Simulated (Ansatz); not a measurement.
# Hypothetical P4_2/mnm BAs: carrier doping

Base system: BAs (space group P4_2/mnm, No. 136; a = 5.8372 Å, c = 3.3617 Å; a hypothetical phase, not in the database extracts checked).

Carriers are added at fixed cell with a uniform background; the Fermi–Dirac width is that of 300 K.

All numbers come from PBEsol (Ansatz, an electronic-structure program; PAW; 420 eV plane waves; scalar-relativistic without spin-orbit coupling).

Notes on the quantities. Fermi level from band edge: Fermi level relative to the doped band's edge (positive inside the band; to 0.05 eV).

```csv
hole density (10^21 cm⁻³),Fermi level from band edge (eV)
2,0.60
3,0.80
5,?
7,1.20
```

Problem. Fit E_F = C n^s, fitted as a line in log–log form (a parabolic band gives s = 2/3) to the rows shown and predict the withheld row.

Solution. Least squares on the printed values gives C = 0.42 eV, s = 0.54 (largest residual 0.03 eV); this predicts 1.01 eV, and the run gives 1.00 eV, in agreement.

Carriers are added with a uniform compensating background; total energy and stress of such cells depend on the potential's zero and are not compared; many-body gap narrowing is missing at this level. No phonon test of stability was made.
